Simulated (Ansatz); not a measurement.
Functionals compared on a constructed model of the (111)A surface of 3C silicon carbide, Si-terminated, C trimer, 2x2 (bottom of the slab: 4 H on 4 bottom sites), in Ansatz (plane waves, PAW). The structure was relaxed with PBE; the other rows are single points on it. Cutoff 420 eV (500 eV for r2SCAN).

Model: 39-atom slab, 11.2 Å thick at the start with caps and adatoms (thin: gaps and levels are the slab's own), 5x5x1 mesh, Fermi-Dirac 0.025 eV, dipole correction, 8 atoms held, the rest relaxed; start symmetry kept, larger cells not searched; no spin (no spin-polarised run to compare, though such a face may carry moments), no spin-orbit, no U. The slab shows no gap on its mesh. It is one candidate, not shown to be the stable structure of the face. These notes are the PBE run's.

```tsv
functional	work function of the top face (eV)	rough cost of the single point
PBE	4.64	–
r2SCAN	___	about 2.7 core-minutes (a rough figure)
```

Some entries are withheld; supply them.


- r2SCAN, work function of the top face (eV): 4.67

Ansatz is a program for electronic structure.
